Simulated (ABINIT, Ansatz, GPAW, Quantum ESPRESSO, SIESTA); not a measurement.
**One structure in several programs: Ta (Im-3m, 1 atom in the cell)**

Self-consistent single point.

```
Ta
1.0
   -1.65000     1.65000     1.65000
    1.65000    -1.65000     1.65000
    1.65000     1.65000    -1.65000
Ta
1
Cartesian
  0.00000   0.00000   0.00000
```

Shared settings, as Ansatz (an electronic-structure program) writes them: kpoints.mp_grid.grid = 5 5 5; scf.occupations.method = fermi_dirac; scf.occupations.width = 0.05 eV. Potentials and cutoffs stand in the table.

```csv
code,model,pressure (GPa),cutoff
ABINIT,"PBE, norm-conserving pseudopotentials (PseudoDojo nc-sr-05 PBE standard)",6.27,58 Ry
GPAW,"PBE, GPAW PAW datasets PBE (gpaw-data 1.0.1)",6.54,600 eV
SIESTA,"GGA PBE, numerical atomic orbitals TZP, PseudoDojo PBE standard norm-conserving potentials (rewritten from UPF to PSML)",5.65,grid 400 Ry
Ansatz,"PBE, default PAW files",6.28,420 eV
Quantum ESPRESSO,"PBE, PSlibrary ultrasoft (PBE) pseudopotentials",4.89,50 Ry
```

On Ansatz's run: spin-orbit coupling is off. Spin polarisation is off.

The spread over the programs that give each value: pressure within 1.65 GPa.

SIESTA uses small atom-centred bases, whose incompleteness enters pressures, forces and empty levels differently from a plane-wave cutoff. Ansatz's pressure is given at a fixed set of plane waves, as the other plane-wave codes print theirs; with its correction for the finite basis it is 6.34 GPa. In the pressure, Quantum ESPRESSO (by 1.38) lies more than 1 GPa from the median of the plane-wave programs.

On the base mesh (14 14 14) the same programs gave: Ansatz pressure 3.50 GPa; Quantum ESPRESSO pressure 2.20 GPa; ABINIT pressure 3.51 GPa; GPAW pressure 3.82 GPa; SIESTA pressure 2.94 GPa.

The values differ from the base mesh's, so the mesh still matters here: the table compares the programs at equal settings.

The starting cell has typed, rounded lattice constants, without a prior relaxation at this level.

Left out of this page: Elk and FLEUR (not drawn, or without a comparable value).

Keys are those of Ansatz 0.2.
